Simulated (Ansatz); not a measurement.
# Response to strain in MgTe

Take MgTe in the wurtzite structure (space group P6_3mc, No. 186; a = 4.509 Å, c = 7.338 Å) as the base. Axes: x lies along a and z along c of the hexagonal cell.

Strains are applied to the cell and any free atomic positions relax.

Method: plane-wave PAW DFT at the LDA level (Ansatz, a program for electronic structure, 420 eV), no SOC.

Notes on the quantities. energy relative to the base: free energy F; band gap: an upper bound: an edge found on the path is not a true extremum; the base alone.

```json
[
 {"variant": "base", "energy relative to the base": "0 meV/atom", "band gap": "2.43 eV", "volume per atom": "32.30 Å³"},
 {"variant": "uniaxial strain ε_zz = −3.00 %", "energy relative to the base": "+5.5 meV/atom", "band gap": "2.44 eV", "volume per atom": "31.33 Å³"},
 {"variant": "uniaxial strain ε_zz = −2.40 %", "energy relative to the base": "+3.5 meV/atom", "band gap": "2.44 eV", "volume per atom": "31.52 Å³"},
 {"variant": "uniaxial strain ε_zz = −1.80 %", "energy relative to the base": "+2.0 meV/atom", "band gap": "2.44 eV", "volume per atom": "31.72 Å³"},
 {"variant": "uniaxial strain ε_zz = −1.20 %", "energy relative to the base": "+0.9 meV/atom", "band gap": "2.44 eV", "volume per atom": "31.91 Å³"},
 {"variant": "uniaxial strain ε_zz = −0.60 %", "energy relative to the base": "+0.2 meV/atom", "band gap": "2.43 eV", "volume per atom": "32.10 Å³"}
]
```

Spin-orbit coupling, missing from the scalar runs, can matter with Te. Gaps are Kohn–Sham eigenvalue differences; semilocal functionals usually give less than the measured gap. Stability against distortions was not tested.
